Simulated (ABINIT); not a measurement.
# Worked example: self-consistent single point of CaGaSiH (P3m1, 4 atoms in the cell) in ABINIT

Method: PBEsol, PAW (JTH v2.0 PBE PAW, files made for PBE) (plane waves; ABINIT).

Input:

```
# CaGaSiH, JTH v2.0 PBE PAW
pp_dirpath "./"
pseudos "Ca.GGA_PBE-JTH.xml, Ga.GGA_PBE-JTH.xml, Si.GGA_PBE-JTH.xml, H.GGA_PBE-JTH.xml"
acell 4.0911002717 4.0911002717 4.7628000000 Angstrom
rprim
         1.0000000000   -0.0000000154    0.0000000000
        -0.4999999867    0.8660254115    0.0000000000
         0.0000000000    0.0000000000    1.0000000000
natom 4
ntypat 4
znucl 20 31 14 1
typat 1 2 3 4
xred
         0.0000000000    0.0000000000    0.0000000000
         0.6666666667    0.3333333333    0.5568000000
         0.3333333333    0.6666666667    0.4337000000
         0.6666666667    0.3333333333    0.9250000000
ecut 60 Ry
pawecutdg 120 Ry
pawxcdev 0
ixc -116133
occopt 3
tsmear 0.02 eV
nband 19
kptopt 1
ngkpt 6 6 5
nshiftk 1
shiftk 0 0 0
nstep 80
toldfe 1.0e-09
prtwf 0
prtden 0
prtvol 1
enunit 1
```

Output, abridged:

```
 Symmetries : space group P3 m 1 (#156); Bravais hP (primitive hexag.)

 -outvars: echo values of preprocessed input variables --------
            acell      7.7310590957E+00  7.7310590957E+00  9.0003876257E+00 Bohr
             ecut      3.00000000E+01 Hartree
           enunit           1
              ixc     -116133
         kptrlatt        6    0    0      0    6    0      0    0    5
          kptrlen      4.50019381E+01
            natom           4
            nband          19
            ngfft          40      40      48
          ngfftdg          54      54      64
             nkpt          27
            nstep          80
             nsym           6
           ntypat           4
           occopt           3
        pawecutdg      6.00000000E+01 Hartree
         pawxcdev           0
            rprim      1.0000000000E+00 -1.5400000000E-08  0.0000000000E+00
                      -4.9999998670E-01  8.6602541150E-01  0.0000000000E+00
                       0.0000000000E+00  0.0000000000E+00  1.0000000000E+00
          spgroup         156
           toldfe      1.00000000E-09 Hartree
           tsmear      7.34986508E-04 Hartree
            typat      1  2  3  4
           useylm           1
             xred      0.0000000000E+00  0.0000000000E+00  0.0000000000E+00
                       6.6666666667E-01  3.3333333333E-01  5.5680000000E-01
                       3.3333333333E-01  6.6666666667E-01  4.3370000000E-01
                       6.6666666667E-01  3.3333333333E-01  9.2500000000E-01
            znucl       20.00000   31.00000   14.00000    1.00000

== DATASET  1 ==================================================================

 Real(R)+Recip(G) space primitive vectors, cartesian coordinates (Bohr,Bohr^-1):
 R(1)=  7.7310591 -0.0000001  0.0000000  G(1)=  0.1293484  0.0746793  0.0000000
 R(2)= -3.8655294  6.6952936  0.0000000  G(2)=  0.0000000  0.1493586  0.0000000
 R(3)=  0.0000000  0.0000000  9.0003876  G(3)=  0.0000000  0.0000000  0.1111063
 Unit cell volume ucvol=  4.6587546E+02 bohr^3
 Angles (23,13,12)=  9.00000000E+01  9.00000000E+01  1.20000000E+02 degrees

 Coarse grid specifications (used for wave-functions):

 getcut: wavevector=  0.0000  0.0000  0.0000  ngfft=  40  40  48
         ecut(hartree)=     30.000   => boxcut(ratio)=   2.09843

 Fine grid specifications (used for densities):

 getcut: wavevector=  0.0000  0.0000  0.0000  ngfft=  54  54  64
         ecut(hartree)=     60.000   => boxcut(ratio)=   2.00361

   1.25647563E+03                                ecore*ucvol(ha*bohr**3)

_setup2: Arith. and geom. avg. npw (full set) are    3656.450    3656.435

--- !BeginCycle
solver: {iscf: 17, nstep: 80, nline: 4, wfoptalg: 10, }
tolerances: {toldfe: 1.00E-09, }
...

     iter   Etot(hartree)      deltaE(h)  residm     nres2
 ETOT  1  -120.36540810423    -1.204E+02 4.135E-01 7.843E+00
 ETOT  2  -120.66798031252    -3.026E-01 6.621E-02 1.109E+00
 ETOT  3  -120.66718019908     8.001E-04 7.844E-03 1.435E-01
 ETOT  4  -120.66740767340    -2.275E-04 6.980E-03 1.754E-02
 ETOT  5  -120.66751058324    -1.029E-04 6.344E-03 4.259E-03
 ETOT  6  -120.66756372531    -5.314E-05 1.426E-03 3.822E-04
   [... 9 lines left out ...]
 ETOT 16  -120.66760727000    -1.034E-08 7.535E-05 5.864E-08
 ETOT 17  -120.66760727463    -4.623E-09 6.559E-05 1.699E-08
 ETOT 18  -120.66760727670    -2.078E-09 6.136E-05 2.198E-08
 ETOT 19  -120.66760727763    -9.261E-10 5.740E-05 1.195E-08
 ETOT 20  -120.66760727806    -4.251E-10 4.922E-05 8.091E-09

 At SCF step   20, etot is converged :
  for the second time, diff in etot=  4.251E-10 < toldfe=  1.000E-09

 Cartesian components of stress tensor (hartree/bohr^3)
  sigma(1 1)=  7.72855743E-05  sigma(3 2)=  0.00000000E+00
  sigma(2 2)=  7.72855741E-05  sigma(3 1)=  0.00000000E+00
  sigma(3 3)=  8.01121218E-05  sigma(2 1)=  2.49223157E-13

 ----iterations are completed or convergence reached----

 reduced coordinates (array xred) for    4 atoms
       0.000000000000      0.000000000000      0.000000000000
       0.666666666667      0.333333333333      0.556800000000
       0.333333333333      0.666666666667      0.433700000000
       0.666666666667      0.333333333333      0.925000000000
 cartesian forces (eV/Angstrom) at end:
    1      0.00000000000000    -0.00000000000000    -0.02527780531025
    2     -0.00000000000000     0.00000000000000    -0.02835793938359
    3      0.00000000000000    -0.00000000000000     0.03289419616447
    4      0.00000000000000    -0.00000000000000     0.02074154852937
 frms,max,avg= 1.5693364E-02 3.2894196E-02   0.000E+00  0.000E+00  3.100E-05 e/A
 length scales=  7.731059095687  7.731059095687  9.000387625708 bohr
              =  4.091100271700  4.091100271700  4.762800000000 angstroms
 Fermi (or HOMO) energy (eV) =   5.58734   Average Vxc (eV)=  -9.61788
 Eigenvalues (   eV  ) for nkpt=  27  k points:
 kpt#   1, nband= 19, wtk=  0.00556, kpt=  0.0000  0.0000  0.0000 (reduced coord)
 -35.55361  -16.71231  -16.59761  -16.59761   -9.51678   -9.45668   -9.45668   -9.40550
  -9.40550   -5.10151    0.87349    3.29700    4.75841    4.75841    6.61613    8.45210
   8.45210    9.03035    9.03146
 prteigrs : prtvol=0 or 1, do not print more k-points.

--- !EnergyTerms
comment             : Components of total free energy in Hartree
kinetic             :  1.72660000139003E+01
hartree             :  3.63329095046071E+01
xc                  : -8.85105549854541E+00
Ewald energy        : -7.13774542588144E+01
psp_core            :  2.69702044216623E+00
local_psp           : -1.01271968661560E+02
spherical_terms     :  4.53696149010509E+00
internal            : -1.20667586968141E+02
'-kT*entropy'       : -2.31436688592081E-08
total_energy        : -1.20667586991284E+02
total_energy_eV     : -3.28353202907978E+03
...

-Cartesian components of stress tensor (GPa)         [Pressure= -2.3015E+00 GPa]
- sigma(1 1)=  2.27381972E+00  sigma(3 2)=  0.00000000E+00
- sigma(2 2)=  2.27381971E+00  sigma(3 1)=  0.00000000E+00
- sigma(3 3)=  2.35697960E+00  sigma(2 1)=  7.33239720E-09

 Calculation completed.
```

The run converged in 20 iterations.

The starting cell comes from a database of computed structures (which also holds hypothetical and non-ambient phases and stackings), without a prior relaxation at this level. The potentials were made for another functional than the one used.

Cost on one core of a shared machine: roughly 2 min.
